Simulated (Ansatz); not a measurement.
A relaxation of cell and atoms of YZnCuP2 (P3m1, 5 atoms in the cell) with Ansatz (an electronic-structure program).

Method: LDA (PW92), default PAW files made with PBE (plane waves; Ansatz).

The change in words: atoms on their sites; basis.ecutwfc: 420 eV → 505 eV; relax: default → cell and atoms. Reference geometry:
```
YZnCuP2
1.0
    3.97527     0.00000     0.00000
   -1.98763     3.44268     0.00000
    0.00000     0.00000     6.56420
Y Zn Cu P
1 1 1 2
Direct
  0.33333   0.66667   0.99216
  0.00000   0.00000   0.37651
  0.66667   0.33333   0.63951
  0.66667   0.33333   0.25670
  0.00000   0.00000   0.74274
```

Reference input (self-consistent single point, DFT, LDA (PW92), plane waves, default PAW files made with PBE): basis.ecutwfc = 420 eV; kpoints.mp_grid.grid = 7 7 4; hamiltonian.xc = lda; hamiltonian.pseudopotentials = {kind: paw} (the program's default PAW files); scf.occupations.method = gaussian; scf.occupations.width = 0.1 eV. This run's input differs from it in these lines:

Ansatz 0.2 input:
```diff
@@ -7,3 +7,3 @@
   atoms:
-    - { symbol: Y, position: [0.333333, 0.666667, 0.992157] }
+    - { symbol: Y, position: [0.333333, 0.666667, 0.984540] }
     - { symbol: Zn, position: [0.000000, 0.000000, 0.376510] }
@@ -13,3 +13,3 @@
 basis:
-  ecutwfc: 420.0
+  ecutwfc: 505.0
 kpoints:
@@ -25,2 +25,4 @@
     width: 0.1
+relax:
+  cell: {}
 output:
```

The program printed (abridged):

```
   [... SCF lines of the steps left out ...]
relax step   1: F+E_penalty+E_count = -15003.46999472 eV  Δ(F+E_penalty+E_count) = +0.000e0 eV  max|allowed force component| = 9.511e-2 eV/Å  Δτ_max = 0.0000 Å  P = -7.066 GPa  Ω = 89.835 Å³  (8 SCF iters, dr2 threshold 1.00e-7 eV, accepted)
relax step   2: F+E_penalty+E_count = -15003.54507642 eV  Δ(F+E_penalty+E_count) = -7.508e-2 eV  max|allowed force component| = 8.636e-1 eV/Å  Δτ_max = 0.0780 Å  P = +1.607 GPa  Ω = 82.132 Å³  energy of the carried Pulay correction = +6.602e-4 eV  [...]
   [... lines left out ...]
relax step   6: F+E_penalty+E_count = -15003.62334712 eV  Δ(F+E_penalty+E_count) = -2.271e-5 eV  max|allowed force component| = 4.859e-3 eV/Å  Δτ_max = 0.0020 Å  P = +0.004 GPa  Ω = 83.394 Å³  energy of the carried Pulay correction = +5.480e-4 eV  [...]
relax step   7: F+E_penalty+E_count = -15003.62284028 eV  Δ(F+E_penalty+E_count) = +5.068e-4 eV  max|allowed force component| = 4.888e-3 eV/Å  Δτ_max = 0.0000 Å  P = +0.002 GPa  Ω = 83.394 Å³  stress off target by 6.54e-3 GPa  SCF on the basis [...]
basis re-selected at this cell: Δ(F+E_penalty+E_count) = +5.068e-4 eV, ΔP = -0.002 GPa vs the last step
the relaxation is at rest under the 6 symmetry operations that the run kept from its start: a minimum is not shown …
Free energy (F): -15003.622840 eV
Internal energy: -15003.621070 eV  (E = F + TS)
E sigma→0 (E₀):  -15003.621955 eV
Entropy (-TS):   -0.001770 eV (-0.354 meV/atom)
Fermi energy:    11.894268 eV
--- Forces (eV/Å), atoms counted from 1 ---
  atom   1  Y     -0.00000000     0.00000000     0.00488661
   [... lines left out ...]
  cell:  # Å, volume = 83.3941 Å³
   [... lines left out ...]
    - { symbol: Zn, position: [-3.700743856580182e-17, -1.4802972779342764e-17, 0.3732012992978729] }
    - { symbol: Cu, position: [0.6666666666666666, 0.3333333333333334, 0.6417778988195314] }
    - { symbol: P, position: [0.6666666666666666, 0.3333333333333334, 0.256989330443319] }
    - { symbol: P, position: [-3.700743856580182e-17, -1.4802972779342767e-17, 0.74185585755782] }
```

The run converged.  The full log also holds: “iter 5 did not close the SCF: its close was put off for the readings that it lacked (scf_convergence_deferred on its scf_iter line)”. The full log also holds: “iter 5 did not close the SCF: its close was put off for the readings that it lacked (scf_convergence_deferred on its scf_iter line)”.

Summary of the result:
```
Item                                                                                                   Value
-----------------------------------------------  -----------------------------------------------------------
Free energy E − TS (on the zero of these files)                                               -15003.6228 eV
Fermi level (on the code's own zero)                                                                11.89 eV
Pressure                                                                                            0.00 GPa
Largest force (vector length)                                                                     0.005 eV/Å
Final cell                                       a = b = 3.8821 Å, c = 6.3897 Å, α = β = 90.00°, γ = 120.00°
Final volume per atom                                                                               16.68 Å³
Relaxation steps                                                                                           7
```

The starting cell comes from a database of computed structures (which also holds hypothetical and non-ambient phases and stackings), without a prior relaxation at this level. Its lattice was rescaled by up to half a per cent. Spin polarisation is off. The relaxation keeps the symmetry of its start, so its end need not be a minimum. Ansatz's pressure includes its estimate of the finite-basis (Pulay) stress.

Cost on one core of a shared machine: roughly 90 s.
